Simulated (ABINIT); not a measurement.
# Pressure against volume in fcc Ca (space group 225) (ABINIT, PBE)

```
Ca
1.0
    0.00000     2.74039     2.74039
    2.74039     0.00000     2.74039
    2.74039     2.74039     0.00000
Ca
1
Direct
  0.00000   0.00000   0.00000
```

Method of the run: PBE, norm-conserving pseudopotentials (PseudoDojo nc-sr-05 PBE standard) (plane waves; ABINIT). Settings: pseudos = [Ca.upf]; ecut = 1197 eV; ixc = 11; occopt = 3; tsmear = 0.05 eV; ngkpt = 18 18 18; nshiftk = 1; shiftk = 0 0 0; potentials = PseudoDojo nc-sr-05 PBE standard; nband = 10; kptopt = 1; nstep = 100; tolvrs = 1e-11. The cell above is the first row's. The rows scale it uniformly. In all rows the k mesh is held.

| V (Å^3/atom) | P (GPa) |
|---|---|
| 41.159 | ? |
| 42.054 | 0.05 |
| 42.949 | -0.31 |
| 43.844 | -0.64 |
| 44.738 | -0.93 |
| 45.633 | -1.20 |
| 46.528 | -1.45 |
| 47.423 | -1.68 |
| 48.317 | -1.88 |

Fit P of the 8 rows that show it with a cubic. With u = V - 45.2, the rows have u = -3.1460, -2.2510, -1.3560, -0.4620, 0.4330, 1.3280, 2.2230, 3.1170. Least squares gives P = -1.076 - 0.3017·u + 0.01573·u² - 0.000635·u³. Residuals (row less fit): 0.001, 0.000, -0.004, 0.003, 0.004, 0.000, -0.004, 0.003; standard error 0.004 (degrees of freedom: 4). The fitted pressure is zero at V0 = 42.17, where dP/dV = -0.4145, so B0 = -V0·dP/dV = 17.5 GPa.

Task: Estimate the missing P (V = 41.159); what did the run itself give?

Result: u = -4.0410, so P = -1.076 - 0.3017 × (-4.0410) + 0.01573 × (-4.0410)² - 0.000635 × (-4.0410)³ = 0.442 GPa. The calculation gives 0.44 GPa, which the fit meets to the printed digits. The row lies outside the fitted rows, so this is an extrapolation. From the scatter of the fitted rows alone, a prediction at this place has a standard error of 0.011 GPa, so the miss is 0.2 times that.

Carrying the step between the two nearest rows on in a straight line would have given 0.41, off by 0.03; series whose last step already gives the withheld value aren't shown. The scan was laid around a cell of about the measured size, scaled by a guess for this functional. Cutoffs and mesh are single choices, not tested for convergence of this quantity. Series with a scatter that would blur these digits, or in which a gap closes, are not shown.
